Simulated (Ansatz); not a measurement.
## SiC under load (space group P6_3mc): band-edge transport data

Data:

```yaml
crystal:
  lattice:
    - [3.16207, 0.00000, 0.00000]
    - [-1.58103, 2.73843, 0.00000]
    - [0.00000, 0.00000, 5.01983]
  atoms:
    - { symbol: Si, position: [0.33333, 0.66667, 0.99791] }
    - { symbol: Si, position: [0.66667, 0.33333, 0.49791] }
    - { symbol: C, position: [0.33333, 0.66667, 0.37709] }
    - { symbol: C, position: [0.66667, 0.33333, 0.87709] }
```

Method: PBE with spin-orbit coupling, rigid bands (plane waves, PAW; Ansatz, a first-principles code). Condition of this run: biaxial stress in the c plane of -15 GPa (compression positive) (the target of the relaxation). How the cell was made: cell and atoms relaxed with PBEsol, then loaded as said.

| Item | Value |
|---|---|
| band gap | 2.35 eV |
| electron conductivity mass (300 K, dilute) | 0.25 (x), 0.25 (y), 0.97 (z) mₑ |
| hole conductivity mass (300 K, dilute) | 1.53 (x), 1.53 (y), 0.30 (z) mₑ |
| effective density of states N_c (300 K) | 3.0e19 cm⁻³ |
| effective density of states N_v (300 K) | 2.3e19 cm⁻³ |
| density-of-states mass, electrons | 1.13 mₑ |
| density-of-states mass, holes | 0.94 mₑ |
| Seebeck coefficient, n-type 1e19 cm⁻³, 300 K | -317 μV/K |
| best n-type power factor at 300 K for τ = 10 fs (best axis; densities from 1e16 to 1e21 cm⁻³ tried, whether or not they can be reached) | 21 μW/(cm·K²) at 1e20 cm⁻³ |
| Seebeck coefficient, p-type 1e19 cm⁻³, 300 K | 289 μV/K |

Rigid bands; masses and Seebeck coefficients take one relaxation time τ for all states and one kind of carrier; polarons and phonon drag are left out. Geometry: cell and atoms relaxed with PBEsol.
